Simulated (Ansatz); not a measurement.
The parent structure is TiS2 in the CdI2 type structure (space group P-3m1, No. 164; a = 3.359 Å, c = 5.520 Å; layered, stacked along the Cartesian z axis; relaxed with 0.1 eV smearing). Axes: x lies along a and z along c of the hexagonal cell.

Method: Ansatz (a first-principles code) PBE-D3(BJ), no spin-orbit coupling.

It is then changed as follows: an isotropic linear strain of −1.06 %; the atoms relax in the strained cell.

Problem. Predict the stress tensor and what it implies for the stiffness.

Solution. Stress of the strained cell less that of the base (GPa, compression positive):
```
    2.1     0.0     0.0
    0.0     2.1     0.0
    0.0     0.0     1.0
```

Then B = −ΔP/(ΔV/V₀) with ΔV/V₀ = -0.0315 gives secant stiffness values (nonlinear terms included at this strain): B (at held cell shape, above the free-shape value) ≈ 55 GPa.

Whether these cells are dynamically stable was not tested. The final runs are not spin-polarised.
